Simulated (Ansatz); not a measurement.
# Element substitutions in TiC

The reference is TiC in the rock salt structure (space group Fm-3m, No. 225).

```
TiC
1.0
    0.00000     2.16425     2.16425
    2.16425     0.00000     2.16425
    2.16425     2.16425     0.00000
C Ti
1 1
Direct
  0.00000   0.00000   0.00000
  0.50000   0.50000   0.50000
```

Each row replaces one element on all its sites; cell and atoms are relaxed.

Computed with r2SCAN (Ansatz, an electronic-structure program), no spin-orbit coupling, earlier PAW set.

Base values:

The volume per atom comes out as 10.14 Å³.

Question: The aim is a volume per atom between 22.51 Å³ and 24.15 Å³. Which of these changes reaches it?
A) C → Ge
B) Ti → Hf
C) C → Pb

Answer: C, C → Pb. It gives 22.99 Å³; C → Ge gives 17.32 Å³; Ti → Hf gives 12.49 Å³. Changes not listed may reach it too

Whether these cells are dynamically stable was not tested. As relaxed here, TiGe and TiPb are hypothetical phases, not in the database extracts checked. The final runs are not spin-polarised.
